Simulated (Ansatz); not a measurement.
Base system: Cu in the fcc (Cu type) structure (space group Fm-3m, No. 225; a = 3.5184 Å; relaxed with 0.1 eV smearing). Axes: x, y, z lie along the cube axes.

Calculations: LDA (Ansatz, a quantum-chemistry and plane-wave program; PAW; 420 eV plane waves; no spin-orbit coupling).

Before the change:

- Pressure: 0.0 GPa

Perturbation: biaxial strain −1.00 %, plane normal [001], relaxed out of plane (Cartesian); in-plane vectors clamped, the third vector and the atoms free.

Q: Estimate the effect on the out-of-plane strain.

A: The out-of-plane strain is +1.40 %.

Q: How does this affect the pressure?

A: The pressure (mean of the normal stresses, compression positive) goes from zero to 1.2 GPa.

No phonon test of stability was made. The final runs are not spin-polarised.
